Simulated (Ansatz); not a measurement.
Given:

```
LiTaO3
1.0
    5.13396     0.00000     0.00000
    2.56698     4.83802     0.00000
    2.56698    -1.36200     4.23239
Li Ta O
2 2 6
Direct
  0.43356   0.84966   0.28322
  0.43356   0.34966   0.78322
  0.00109   0.99837   0.99946
  0.00109   0.49837   0.49946
  0.51896   0.70551   0.61431
  0.16122   0.70551   0.22447
  0.90880   0.70551   0.86673
  0.16122   0.20551   0.11431
  0.90880   0.20551   0.72447
  0.51896   0.20551   0.36673
```

Space group of this cell: R3c. The cell is taken as given; by PBEsol its mean pressure is -1.2 GPa.

These are PBEsol (plane waves, PAW; Ansatz, an electronic-structure program) values and carry that method's errors.

The current runs along the normal of the first two printed vectors; no spin-orbit coupling. Scaled by the factor s: the length along the current (ions clamped). Meshes 8×8×8 and 8×6 across the current in all rows.

```json
[
 {"s": "0.97", "mean pressure (GPa)": "6.4", "slowest mid-gap decay constant κ (1/Å)": "0.402"},
 {"s": "1.00", "mean pressure (GPa)": "-1.2", "slowest mid-gap decay constant κ (1/Å)": "0.390"},
 {"s": "1.03", "mean pressure (GPa)": "-7.6", "slowest mid-gap decay constant κ (1/Å)": "?"}
]
```

**Question.** Take the slope of the slowest mid-gap decay constant κ against ln s from the two given rows, extrapolate to s = 1.03, and say what the run there gives.

**Answer.** Slope = (0.402 − 0.390) / ln 0.97 = -0.394 1/Å. The line gives 0.390 + (-0.394) × ln 1.03 = 0.378 1/Å. The run gives 0.379 1/Å, 0.001 1/Å over the line, 6 % of the predicted step.
